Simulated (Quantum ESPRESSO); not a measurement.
Quantum ESPRESSO run on Si₃N₄ (P6_3/m, 14 atoms in the cell): self-consistent single point.

Method of the run: PBE, GBRV 1.5 ultrasoft (PBE) pseudopotentials (plane waves; Quantum ESPRESSO 7.5).

```xyz
14
Lattice="7.5743 0.0000 0.0000 -3.7871 6.5595 0.0000 0.0000 0.0000 2.8945" Properties=species:S:1:pos:R:3 pbc="T T T"
Si    -1.5883     5.0364     0.7236
Si     2.4185     1.1427     2.1709
Si     0.2197     2.6658     0.7236
Si     5.3755     1.5231     2.1709
Si     1.3687     5.4169     0.7236
Si     3.5675     3.8937     2.1709
N      0.0000     4.3730     0.7236
N      3.7872     2.1865     2.1709
N      2.3442     0.2558     0.7236
N      0.9506     2.1581     2.1709
N      6.1806     1.9023     0.7236
N      1.4429     6.3037     2.1709
N      2.8366     4.4014     0.7236
N     -2.3935     4.6573     2.1709
```

Reference input (self-consistent single point, DFT, PBE, plane waves, GBRV 1.5 ultrasoft (PBE) pseudopotentials): ecutwfc = 40 Ry; ecutrho = 200 Ry; occupations = smearing; smearing = gauss; degauss = 0.0099958 Ry; potentials = {Si: si_pbe_v1.uspp.F.UPF, N: n_pbe_v1.2.uspp.F.UPF}; K_POINTS = automatic 3 3 6 0 0 0; conv_thr = 1e-09 Ry. This run's input differs from it in these lines:

```diff
@@ -14,3 +14,3 @@
     ecutwfc = 40
-    ecutrho = 200
+    ecutrho = 80
     occupations = 'smearing'
```

Log, with long lists cut:

```
     Self-consistent Calculation

     iteration #  1     ecut=    40.00 Ry     beta= 0.70

     negative rho (up, down):  5.401E-05 0.000E+00

     total energy              =    -218.15948386 Ry
     estimated scf accuracy    <       4.16737016 Ry

     iteration #  2     ecut=    40.00 Ry     beta= 0.70

     negative rho (up, down):  3.183E-05 0.000E+00

     total energy              =    -219.52098821 Ry
     estimated scf accuracy    <       1.84624858 Ry

     iteration #  3     ecut=    40.00 Ry     beta= 0.70

     negative rho (up, down):  3.931E-05 0.000E+00

     total energy              =    -219.77527683 Ry
     estimated scf accuracy    <       0.03178655 Ry

   [... 6 blocks of this kind left out ...]

     iteration # 10     ecut=    40.00 Ry     beta= 0.70

     negative rho (up, down):  4.675E-05 0.000E+00

     total energy              =    -219.79051285 Ry
     estimated scf accuracy    <       0.00000032 Ry

     iteration # 11     ecut=    40.00 Ry     beta= 0.70

     negative rho (up, down):  4.675E-05 0.000E+00
     End of self-consistent calculation

     the Fermi energy is     9.9793 ev

!    total energy              =    -219.79051292 Ry
     estimated scf accuracy    <          7.6E-10 Ry
     smearing contrib. (-TS)   =      -0.00000000 Ry
     internal energy E=F+TS    =    -219.79051292 Ry

     convergence has been achieved in  11 iterations

     negative rho (up, down):  4.675E-05 0.000E+00

     Forces acting on atoms (cartesian axes, Ry/au):

     atom    1 type  1   force =     0.02028990    0.04858722   -0.00000000
     atom    2 type  1   force =    -0.03193282    0.04186518    0.00000000
     atom    3 type  1   force =    -0.05222272   -0.00672204    0.00000000
     atom    4 type  1   force =    -0.02028990   -0.04858722   -0.00000000
     atom    5 type  1   force =     0.03193282   -0.04186518    0.00000000
   [... lines left out ...]
     Total force =     0.218223     Total SCF correction =     0.000047
   [... lines left out ...]

     negative rho (up, down):  4.675E-05 0.000E+00
          total   stress  (Ry/bohr**3)                   (kbar)     P=      108.51
   0.00050824   0.00000000  -0.00000000           74.76        0.00       -0.00
   0.00000000   0.00050824   0.00000000            0.00       74.76        0.00
  -0.00000000   0.00000000   0.00119650           -0.00        0.00      176.01

   JOB DONE.
```

The run converged in 11 iterations. Against the reference run the free energy drops by 6.6 meV/atom, the pressure goes from 10.36 to 10.85 GPa, the largest force moves little (1.854 to 1.848 eV/Å) and the gap on the mesh moves little (4.356 to 4.361 eV).

The starting cell comes from a database of published, mostly measured structures (it also holds non-ambient and calculated ones), without a prior relaxation at this level. Its lattice was rescaled by a random factor within 2.5 % of one. Forces in this geometry exceed 1 eV/Å.

Cost on one core of a shared machine: roughly 40 s.
